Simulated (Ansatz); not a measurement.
Input:

```
CELL_PARAMETERS angstrom
      4.06082     0.00000     0.00000
      0.00000     4.06082     0.00000
      2.03041    -2.03041     2.73701
ATOMIC_POSITIONS crystal
  Ga 0.00000 0.00000 0.00000
  As 0.75000 0.75000 0.50000
```

No spin polarisation.

Method: Ansatz (a first-principles code), LDA, PAW, cutoff 420 eV, no SOC. Settings: 10×10×10 k-points, 0.05 eV Fermi–Dirac smearing.

Predict the gap character, space group and band gap.


- Gap character = direct at Γ
- Space group = I-4m2 (No. 119)
- Band gap = 0.11 eV

The cells carry an imposed strain or load. Whether these cells are dynamically stable was not tested. The cell was made from GaAs in the zinc blende structure (space group F-43m, No. 216) by this change: biaxial strain +2.50 %, plane normal [001], relaxed out of plane. A zero or small gap of GaAs under biaxial strain +2.50 %, plane normal [001], relaxed out of plane can be the functional's error rather than a property of the material.
